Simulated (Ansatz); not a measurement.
Structures of equal composition on the (110) surface of bcc W: a layer of Cr in place of the second plane; a layer of Cr in place of the third plane. The slabs share one bottom face, and each structure is named by its start. These are constructed structures in small cells; real faces may alloy, dewet or reconstruct in larger ones, and not all known structures of the face are among them. Slabs of about 11 Å, Fermi-Dirac smearing of 0.1 eV. Bottom of the slabs: a bare face, its two planes held. Relaxed from the named starts with such symmetry as they have, on meshes of like density; energies extrapolated to zero smearing; spin only where a row says so; no spin-orbit coupling, no U. Brackets mark spin-polarised runs, whose order is one that fits the cell.

These are PBE (plane waves to 420 eV, PAW; Ansatz, a program for electronic structure) values and carry that method's errors.

### Question
Put the candidates in order of energy per 1x1 cell, lowest first, for PBE.

### Answer
a layer of Cr in place of the second plane (0.000 eV [spin start, no net moment]), a layer of Cr in place of the third plane (0.069 eV [spin start, no net moment])
